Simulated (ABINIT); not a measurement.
ABINIT 10.0.3, DFT, PBE, plane waves, JTH v2.0 PBE PAW: rutile TiO2 (Ti4O8), 12 atoms. Basis and mesh were picked for this test and aren't claimed converged.

```json
{
  "cell": "9.19, 4.59, 2.96 Å; 90, 90, 90°",
  "task": "scf",
  "ecut": "22 Ha",
  "pawecutdg": "44 Ha",
  "nband": "64",
  "k mesh (ngkpt)": "4×6×6",
  "shiftk": "0×0×0",
  "nstep": "100",
  "tolvrs": "1e-09",
  "occopt": "1",
  "diemac": "12",
  "prtwf": "0",
  "prtden": "0",
  "paral_kgb": "1",
  "ranks over k-points and spins (np_spkpt)": "48",
  "ranks over bands (npband)": "2",
  "ranks over FFT planes (npfft)": "1",
  "bands a rank in one block (bandpp)": "32",
  "wfoptalg": "114",
  "nline": "4 (default)",
  "iscf": "17 (default)",
  "npulayit": "7 (default)",
  "diemix": "0.7 (default)",
  "dielng": "1.07748 (default)",
  "kptopt": "1 (default)",
  "k-points after symmetry": "48",
  "bands": "64",
  "symmetry_operations": "16"
}
```

Hardware: Intel Xeon 6 (Granite Rapids), 96 cores on 1 socket, 2 hardware threads a core, 3 L3 cache groups, 3 NUMA nodes.

Each time is the median wall time of two to five repeats, run one at a time on the otherwise empty machine; start-up is included. Processes are pinned to neighbouring cores unless said otherwise. Build: conda-forge: MPICH, OpenBLAS, FFTW3, no OpenMP, no ScaLAPACK. Other compilers and libraries give other times. Scratch files lie in a memory file system.

Started as
```bash
OMP_NUM_THREADS=1 mpirun -np 96 abinit run.abi
```
(96 ranks, np_spkpt = 48, npband = 2, npfft = 1, bandpp = 32, wfoptalg = 114) it takes 14 s and 13 SCF iterations.

Task: How long does it take after this change: np_spkpt = 2, npband = 16, npfft = 3, bandpp = 1, wfoptalg = 14?

Result: About 20 s (2 runs within 1 %): 1.4× as long. The largest move is in solving the bands at each k-point (vtowfk): 9.0 s to 16 s. What the program resolved moves too: np_spkpt from 48 to 2, npband from 2 to 16, wfoptalg from 114 to 14, FFT grid from 75×40×24 to 75×45×24. SCF iterations go from 13 to 14. Change in the result: energy under 0.001 meV/atom, forces (largest component) under 0.001 meV/Å, pressure under 0.001 GPa.
